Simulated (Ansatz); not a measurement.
# CsPbCl3, response to strain

Take CsPbCl3 in the cubic perovskite structure (space group Pm-3m, No. 221; a = 5.736 Å) as the base.

Strains are applied to the cell and any free atomic positions relax.

Computed with plane-wave PAW DFT at the PBE level (Ansatz, an electronic-structure program, 420 eV), without spin-orbit coupling.

Candidates:
(a) isotropic strain +3.00 %
(b) isotropic strain +1.20 %
(c) isotropic strain +1.80 %
(d) isotropic strain +2.40 %

For the base:

Band gap: 2.21 eV

### Question
Order them by band gap, lowest first.

### Answer
(b) isotropic strain +1.20 % (2.33 eV), (c) isotropic strain +1.80 % (2.38 eV), (d) isotropic strain +2.40 % (2.43 eV), (a) isotropic strain +3.00 % (2.48 eV)

With Pb present, leaving out spin-orbit coupling can change the band edges. No phonon test of stability was made. Many cubic perovskites are stable only at high temperature; tilts and polar distortions were not tested. This is not the structure that CsPbCl3 has at room temperature and ambient pressure.
